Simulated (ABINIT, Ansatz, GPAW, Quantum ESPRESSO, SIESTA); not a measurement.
## NiBi (P6_3/mmc, 4 atoms in the cell) computed with different codes at matched settings

Self-consistent single point.

```
CELL_PARAMETERS angstrom
      4.06194     0.00000     0.00000
     -2.03097     3.51774     0.00000
      0.00000     0.00000     5.17249
ATOMIC_POSITIONS crystal
  Ni 0.00000 0.00000 0.50000
  Ni 0.00000 0.00000 0.00000
  Bi 0.33333 0.66667 0.25000
  Bi 0.66667 0.33333 0.75000
```

All programs got the same cell, k-point mesh and kind of occupations (in Ansatz's words: kpoints.mp_grid.grid = 10 10 7; scf.occupations.method = fermi_dirac; scf.occupations.width = 0.0073 Ry); potentials, basis and cutoffs are each program's usual ones.

```tsv
code	model	pressure (GPa)	k-points	cutoff
Ansatz	LDA (PW92), PAW files made with PBE	-1.08	56	30.9 Ry
Quantum ESPRESSO	LDA (PZ), PSlibrary PAW (LDA) pseudopotentials	-1.30	56	50 Ry
ABINIT	LDA (PW92), PAW (JTH v2.0 LDA PAW)	-5.19	56	816 eV
GPAW	LDA (Perdew-Wang 92), GPAW PAW datasets LDA (gpaw-data 1.0.1)	-1.25	56	850 eV
SIESTA	LDA PW92, numerical atomic orbitals TZP, PseudoDojo LDA standard norm-conserving potentials (rewritten from UPF to PSML)	-2.40	360	grid 400 Ry
```

The spread over the programs that give each value: pressure within 4.11 GPa.

The starting cell comes from a database of computed structures (which also holds hypothetical and non-ambient phases and stackings), without a prior relaxation at this level. Its lattice was rescaled by a random factor within 2.5 % of one. On Ansatz's run: Spin-orbit coupling is off. Spin polarisation is off.

Question: Why do the programs differ, and what cannot be compared?

Answer: Differences of this kind can come from the potentials, where these differ, and from what each basis and cutoff leave unconverged. The valence holds different numbers of electrons (Ansatz (a program for electronic structure) 66, Quantum ESPRESSO 50, ABINIT 66, GPAW 62, SIESTA 66). The zero of total energies and Fermi levels follows the potentials and each program's conventions, so they are not compared here. SIESTA uses small atom-centred bases, whose incompleteness enters pressures, forces and empty levels differently from a plane-wave cutoff. Ansatz's pressure is given at a fixed set of plane waves, as the other plane-wave codes print theirs; with its correction for the finite basis it is -1.05 GPa. Ansatz's smearing width was typed in Ry to four decimals, so it matches the others to a few per cent. The same LDA comes in different parametrisations, which differ slightly. The programs reduce the same mesh by symmetry to different extents, which changes the work and not the result. In the pressure, ABINIT (by 3.91) and SIESTA (by 1.12) lie more than 1 GPa from the median of the plane-wave programs.

Left out of this page: Elk and FLEUR (not drawn, or without a comparable value).

Keys are those of Ansatz 0.2.
